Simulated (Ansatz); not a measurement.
Zr₂InN (space group P6_3/mmc, No. 194; a cell from a computed database, its experimental status unchecked)

```cif
data_In2N2Zr4
_chemical_formula_sum 'Zr4 In2 N2'
_space_group_name_H-M_alt 'P 1'
_space_group_IT_number 1
_cell_length_a 3.26184
_cell_length_b 3.26184
_cell_length_c 14.79868
_cell_angle_alpha 90.000
_cell_angle_beta 90.000
_cell_angle_gamma 120.000
loop_
_space_group_symop_operation_xyz
  'x, y, z'
loop_
_atom_site_label
_atom_site_type_symbol
_atom_site_fract_x
_atom_site_fract_y
_atom_site_fract_z
_atom_site_occupancy
Zr1 Zr 0.66667 0.33333 0.91634 1
Zr2 Zr 0.33333 0.66667 0.08366 1
Zr3 Zr 0.33333 0.66667 0.41634 1
Zr4 Zr 0.66667 0.33333 0.58366 1
In1 In 0.66667 0.33333 0.25000 1
In2 In 0.33333 0.66667 0.75000 1
N1 N 0.00000 0.00000 0.00000 1
N2 N 0.00000 0.00000 0.50000 1
```

Method: PBEsol in Ansatz (plane waves to 420 eV, PAW, spin-orbit coupling left out). Γ-centred 16×16×4 mesh, Fermi–Dirac width 0.05 eV.

| Property | Result |
|---|---|
| Volume per atom | 17.04 Å³ |
| Density | 7.58 g/cm³ |
| Band gap | zero |
| Total energy | -3541.510 eV/atom (σ→0; compares only within this code and set-up) |

Whether these cells are dynamically stable was not tested. The final runs are not spin-polarised.

Ansatz is an electronic-structure program.
